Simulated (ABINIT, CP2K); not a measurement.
A CP2K input for a self-consistent single point of PbF2 (Fm-3m, 3 atoms in the cell) (DFT LDA (Pade form), GPW, DZVP-MOLOPT-SR-GTH basis, GTH-PADE potentials (GTH_POTENTIALS)):

```
&GLOBAL
  PROJECT calc
  RUN_TYPE ENERGY_FORCE
  PRINT_LEVEL MEDIUM
&END GLOBAL
&FORCE_EVAL
  METHOD Quickstep
  STRESS_TENSOR ANALYTICAL
  &DFT
    BASIS_SET_FILE_NAME BASIS_MOLOPT
    POTENTIAL_FILE_NAME GTH_POTENTIALS
    &QS
      METHOD GPW
      EPS_DEFAULT 1E-11
    &END QS
    &MGRID
      CUTOFF 550
      REL_CUTOFF 50
      NGRIDS 5
    &END MGRID
    &SCF
      SCF_GUESS ATOMIC
      EPS_SCF 1E-7
      MAX_SCF 100
      ADDED_MOS 4
      &DIAGONALIZATION
        ALGORITHM STANDARD
      &END DIAGONALIZATION
      &MIXING
        METHOD BROYDEN_MIXING
        ALPHA 0.3
        NBUFFER 10
        BETA 1
      &END MIXING
      &SMEAR ON
        METHOD FERMI_DIRAC
        ELECTRONIC_TEMPERATURE [K] 232.09
      &END SMEAR
    &END SCF
    &KPOINTS
      SCHEME MONKHORST-PACK 7 7 7
    &END KPOINTS
    &XC
      &XC_FUNCTIONAL PADE
      &END XC_FUNCTIONAL
    &END XC
    &PRINT
      &MO
        EIGENVALUES T
        OCCUPATION_NUMBERS T
        NDIGITS 8
        FILENAME mo
        &EACH
          QS_SCF 0
        &END EACH
        ADD_LAST NUMERIC
      &END MO
      &MULLIKEN ON
      &END MULLIKEN
    &END PRINT
  &END DFT
  &SUBSYS
    &CELL
      A 4.20021400 0.00000000 0.00000000
      B 2.10010700 3.63749200 0.00000000
      C 2.10010700 1.21249700 3.42946100
      PERIODIC XYZ
    &END CELL
    &COORD
      SCALED
      Pb       0.00000000     0.00000000     0.00000000
      F        0.25000000     0.25000000     0.25000000
      F        0.75000000     0.75000000     0.75000000
    &END COORD
    &KIND Pb
      BASIS_SET DZVP-MOLOPT-SR-GTH-q4
      POTENTIAL GTH-PADE-q4
    &END KIND
    &KIND F
      BASIS_SET DZVP-MOLOPT-SR-GTH-q7
      POTENTIAL GTH-PADE-q7
    &END KIND
  &END SUBSYS
  &PRINT
    &FORCES ON
    &END FORCES
    &STRESS_TENSOR ON
    &END STRESS_TENSOR
  &END PRINT
&END FORCE_EVAL
```

Task: Translate this input to ABINIT.

Result: One input that does it (others would too):

```
# PbF2, JTH v2.0 LDA PAW
pp_dirpath "./"
pseudos "Pb.LDA_PW-JTH.xml, F.LDA_PW-JTH.xml"
acell 4.2002142802 4.2002142802 4.2002142802 Angstrom
rprim
        -0.0000000000    0.7071067812    0.7071067812
         0.7071067812   -0.0000000000    0.7071067812
         0.7071067812    0.7071067812   -0.0000000000
natom 3
ntypat 2
znucl 82 9
typat 1 2 2
xred
         0.0000000000    0.0000000000    0.0000000000
         0.2500000000    0.2500000000    0.2500000000
         0.7500000000    0.7500000000    0.7500000000
ecut 653 eV
pawecutdg 1306 eV
pawxcdev 0
ixc 7
occopt 3
tsmear 0.00073499
nband 19
kptopt 1
ngkpt 7 7 7
nshiftk 1
shiftk 0 0 0
nstep 80
toldfe 1.0e-09
prtwf 0
prtden 0
prtvol 1
enunit 1
```

Basis settings and potentials, where a program has them, do not carry over. This input uses DFT, LDA (PW92), plane waves, PAW (JTH v2.0 LDA PAW). LDA parametrisations can differ slightly between programs. Both were run: pressure -5.55 GPa in CP2K and -5.34 in ABINIT; gap on the mesh 4.184 eV in CP2K and 4.290 in ABINIT.

On CP2K: the starting cell has typed, rounded lattice constants, without a prior relaxation at this level. Spin-orbit coupling is off. Values carry the incompleteness of an atom-centred basis. With a pressure of about -6 GPa the cell is away from its equilibrium volume at this level.

On ABINIT: the starting cell has typed, rounded lattice constants, without a prior relaxation at this level. Spin-orbit coupling is off. With a pressure of about -5 GPa the cell is away from its equilibrium volume at this level.
